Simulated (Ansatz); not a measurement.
Consider TaN in the rock salt structure (space group Fm-3m, No. 225).

```cif
data_NTa
_chemical_formula_sum 'N1 Ta1'
_space_group_name_H-M_alt 'P 1'
_space_group_IT_number 1
_cell_length_a 3.10866
_cell_length_b 3.10866
_cell_length_c 3.10866
_cell_angle_alpha 60.000
_cell_angle_beta 60.000
_cell_angle_gamma 60.000
loop_
_space_group_symop_operation_xyz
  'x, y, z'
loop_
_atom_site_label
_atom_site_type_symbol
_atom_site_fract_x
_atom_site_fract_y
_atom_site_fract_z
_atom_site_occupancy
N1 N 0.00000 0.00000 0.00000 1
Ta1 Ta 0.50000 0.50000 0.50000 1
```

Computed with r2SCAN/PAW in Ansatz (a program for electronic structure), no spin-orbit coupling.

For the base:

| Quantity | Result |
|---|---|
| Lattice parameter a | 4.396 Å |
| Band gap | zero |

One thing is altered: full substitution N → F, then cell and atoms are relaxed.

**Question.** What happens to the lattice parameter a?

**Answer.** The lattice parameter a goes up by 0.342 Å to 4.738 Å.

**Question.** How does this affect the band gap?

**Answer.** The band gap remains zero.

Whether these cells are dynamically stable was not tested. As relaxed here, TaF is a hypothetical phase, not in the database extracts checked. No Hubbard U is applied, and correlation can decide whether such a compound is a metal. The final runs are not spin-polarised. This is not the structure that TaN has at room temperature and ambient pressure.
